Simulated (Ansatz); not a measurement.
An Ansatz (a program for electronic structure) input (LDA, PAW, 420 eV (Ansatz; no SOC)):

Ansatz 0.2 input:
```yaml
crystal:
  lattice:
    - [2.7246715932, 0, 0]
    - [0, 2.7246715932, 0]
    - [0, 0, 4.0321105029]
  atoms:
    - { symbol: Ti, position: [0, 0, 0] }
    - { symbol: Al, position: [0.5, 0.5, 0.5] }
basis: { ecutwfc: 420, ecutrho_ratio: 4, xc_grid: 2, fft_grid_basis: typed }
kpoints: { mp_grid: { grid: [21, 21, 15] } }
hamiltonian:
  xc: lda
  dispersion: none
  pseudopotentials: { kind: paw }
scf: { occupations: { method: fermi_dirac, width: 0.1 } }
relax: { f_tol: 0.005, max_steps: 50, cell: { stress_tol: 0.01, fix: [a, b, gamma] } }
output: { forces: true, stress: true }
checkpoint: { write: state.ck, write_every: 1000 }
```

Which symmetry and how many k-points will the program report, and about how many plane waves at Γ?

Space group P4/mmm (ITA 123) with 16 operations, k-points 528 of 6615, and 601 plane waves at Γ.

And the final pressure?

1.84 GPa (compression positive).

The cells carry an imposed strain or load. Whether these cells are dynamically stable was not tested. The final runs are not spin-polarised. The cell was made from TiAl (space group P4/mmm, No. 123) by this change: biaxial strain −1.50 %, plane normal [001], relaxed out of plane.
